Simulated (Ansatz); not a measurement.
The starting structures come from a database of crystals and need not be the phases stable at ambient conditions.

 Where the default PAW files enter, the runs use the earlier of Ansatz's two default sets.

By PBEsol, the system below comes out a metal.

Without scattering a metal conducts by its projected Fermi surface.

Given:

```xyz
1
Lattice="3.0614 0.0000 0.0000 -1.0205 2.8863 0.0000 1.0205 1.4431 2.4996" Properties=species:S:1:pos:R:3 pbc="T T T"
Hf     0.0000     0.0000     0.0000
```

Space group of this cell: Im-3m, bcc (W type). The cell is taken as given; by PBEsol its mean pressure is -3.8 GPa.

The current flows along the normal of the first two printed cell vectors, the (110) plane of the conventional cell. No spin-orbit coupling; the value is a mean over 0.1 eV about the Fermi level.

Problem. Predict the ballistic conductance per area from PBEsol in Ansatz (a program for electronic structure).

Solution. 1.3 × 10¹⁵ S/m² for both spins.
